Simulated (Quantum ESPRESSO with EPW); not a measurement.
wurtzite GaN: phonon-limited hole drift mobility along x at 300 K against the coarse meshes from which the couplings are interpolated (Quantum ESPRESSO with EPW, LDA, PseudoDojo 0.4 norm-conserving potentials with their local tails restored to the Coulomb form, DFPT electron-phonon coupling, iterative Boltzmann equation). Each run picks its fine mesh from its own bands, so these can differ.

```
CELL_PARAMETERS angstrom
      3.15025     0.00000     0.00000
     -1.57512     2.72820     0.00000
      0.00000     0.00000     5.13572
ATOMIC_POSITIONS crystal
  Ga 0.33333 0.66667 0.00030
  Ga 0.66667 0.33333 0.50030
  N  0.33333 0.66667 0.37670
  N  0.66667 0.33333 0.87670
```

| coarse k | coarse q | fine mesh | Wannier miss near the edge (meV) | μ (cm²/(V·s)) | move from a fine mesh of 0.7 the divisions | against the last row |
|---|---|---|---|---|---|---|
| 6×6×4 | 3×3×2 | 54×54×28 | 5 | 43.5 | 15 % | +24 % |
| 8×8×6 | 4×4×3 | 54×54×28 | 3 | 35.0 | 4 % | - |

The last step in the coarse meshes, 6×6×4/3×3×2 to 8×8×6/4×4×3, moves the value by 24 %, and the fine meshes of those two rows move it by up to 15 %. The coarse meshes are the larger error, and the last row is the best estimate here, not a limit.

Dilute carriers, scattering by harmonic phonons alone, dynamical quadrupoles left out; computed gap 2.18 eV. Without spin-orbit coupling the valence bands stay degenerate, which lowers hole mobilities. Leaving out quadrupoles slows convergence with the coarse q mesh and, in piezoelectric crystals, misstates scattering by acoustic modes, which can move the mobility by tens of per cent or more, whatever the mesh. Geometry: relaxed with this functional.
